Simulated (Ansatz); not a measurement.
Cell and atoms of amorphous Ge-Sb-Te (Ge$_{12}$Sb$_{12}$Te$_{30}$):

```xyz
54
Lattice="11.7792 0.2114 0.0474 0.2114 12.2711 0.1537 0.0474 0.1537 11.4851" Properties=species:S:1:pos:R:3 pbc="T T T"
Ge     6.3243     9.1353     1.8516
Ge     9.9275     4.9578     5.5529
Ge    10.2838     1.8960     8.1949
Ge    11.4362     7.6287    10.1720
Ge     7.5824     8.0563    10.1646
Ge     3.6778    10.4536     6.1160
Ge     8.3566     9.0814     5.0277
Ge     4.1715    11.3175     9.7377
Ge     3.3237     1.2628    11.4558
Ge     3.8405     1.7178     3.8430
Ge     0.7938     5.0319     7.8558
Ge     0.3100    10.6524     3.8789
Sb     9.5003     1.5558     2.8005
Sb     6.3763     1.5974    11.3309
Sb     3.0067     5.6764     4.0000
Sb     2.6017     9.2755     3.8978
Sb     2.3594     9.7962    11.4223
Sb     6.1273     5.7262     6.7935
Sb    10.8187     9.8336     1.7717
Sb     0.1246     3.8471     0.2573
Sb     5.7521     4.9524     1.7412
Sb     0.3370    11.6514     8.7613
Sb     4.0444     6.0987     9.4396
Sb     7.2087    11.3378     7.6921
Te     4.3072     7.4441     0.4133
Te     0.9344     7.2069     5.5231
Te     8.4955     7.2922     7.3695
Te     0.6559     0.3408    11.2890
Te    10.2964     7.5870     3.5361
Te    10.6986    10.2600     6.1778
Te     2.2960     0.3178     7.0443
Te     8.1316     7.0267     1.3383
Te     0.0934     2.9271     6.3012
Te    10.2747     5.2629     9.5802
Te     6.4416     2.3340     2.9382
Te     9.2824     1.7893    11.3357
Te     3.9005    11.2819     2.0446
Te     4.9428     9.1853     8.0875
Te     7.8787     3.4300     6.4766
Te     5.8715    11.5917     5.1419
Te     2.4621     3.6207     9.5884
Te     3.0337     3.3540     1.6747
Te     0.5604     0.8998     3.3089
Te     5.3993     7.3362     4.5166
Te     9.1279     0.6098     6.0009
Te     9.7930     9.6950    10.0629
Te     3.6994     3.7356     5.8911
Te     8.3338    10.9432     2.7385
Te    10.0692     4.3028     2.7478
Te     0.8397     6.5716     0.8711
Te     1.7721     8.2843     8.7788
Te     5.6613     1.4017     8.4392
Te     6.4498     4.4992    10.5012
Te     6.6216    10.7759    10.9821
```

Computed with PBE-D3(BJ), scalar-relativistic without spin-orbit coupling, PAW (Ansatz default set, large-core Te) (plane waves to 420 eV; Ansatz, a quantum-chemistry and plane-wave program).

Preparation: random packing, a CHGNet melt and quench, and a DFT relaxation. The hot cell started wider than the set density and was brought back towards it in steps. It is the lowest in DFT energy of 4 quenches. It is a model cell: composition and starting density were chosen by hand, and all elements were melted together. The geometry includes D3(BJ) dispersion. Its density started from a set value of 6.07 and ended at 6.17 g/cm³. Cooling (nominally 81 K/ps over its main leg) ran many orders faster than in experiment, which tends to leave more defects and strain. A cell of this size samples the disorder only roughly. Volume and shape were free in the relaxation. On a 2×2×2 Γ-centred mesh force components of up to 0.25 eV/Å stay, since the relaxation ran on one k-point at (1/4, 1/4, 1/4).

Neighbours within Ge-Ge 2.85 Å, Ge-Sb 3.20 Å, Ge-Te 3.10 Å, Sb-Sb 3.34 Å, Sb-Te 3.42 Å, Te-Te 3.31 Å count as bonded.

Q: Give the coordination numbers, mean bond lengths and angles.

A: 
```yaml
Mean coordination of Ge: 3.58 (5 with 3, 7 with 4)
Mean coordination of Sb: 4.75 (5 with 4, 5 with 5, 2 with 6)
Mean coordination of Te: 3.20 (7 with 2, 13 with 3, 7 with 4, 3 with 5)
Mean Sb-Te bond: 3.060 Å (spread 0.170 Å, 51 counted)
Mean Ge-Te bond: 2.800 Å (spread 0.108 Å, 37 counted)
Mean Te-Te bond: 3.093 Å (spread 0.083 Å, 4 counted)
Mean Ge-Sb bond: 2.824 Å (spread 0.138 Å, 6 counted)
Bond angle at Ge: mean 102.7°, spread 20.3°
Bond angle at Sb: mean 104.7°, spread 29.9°
Bond angle at Te: mean 102.5°, spread 24.5°
```

Q: List the pairs of like atoms that count as bonded by the rules above.

A: Te26-Te29 (3.16 Å), Te29-Te32 (3.14 Å), Te30-Te45 (2.95 Å), Te39-Te45 (3.12 Å).
